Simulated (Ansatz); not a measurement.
CsGeBr3 (R3m, No. 160; cell taken from a computed entry) was calculated with G0W0@PBEsol+SOC (Ansatz, a quantum-chemistry and plane-wave program, plane waves, hard PAW, contour deformation, complete-basis limit, spin–orbit shift from PBEsol).

Run with largest k mesh 4×4×4 (not extrapolated in the mesh).

Cell (fixed, not relaxed at this level and not confirmed as the measured one):

```yaml
crystal:
  lattice:
    - [3.96929, 2.29167, 3.33497]
    - [-3.96929, 2.29167, 3.33497]
    - [0.00000, -4.58334, 3.33497]
  atoms:
    - { symbol: Cs, position: [0.00130, 0.00130, 0.00130] }
    - { symbol: Ge, position: [0.47708, 0.47708, 0.47708] }
    - { symbol: Br, position: [0.02866, 0.50547, 0.50547] }
    - { symbol: Br, position: [0.50547, 0.02866, 0.50547] }
    - { symbol: Br, position: [0.50547, 0.50547, 0.02866] }
```

Question: Predict the band gap.

Answer: 
band gap: 2.23 eV

Note: filled d or f shells below the valence bands can shift G0W0 gaps through exchange with them, which wasn't tested here; spin–orbit coupling enters as the shift of the gap found with a semilocal functional.

The computed numbers hold no vibrational or temperature effects.
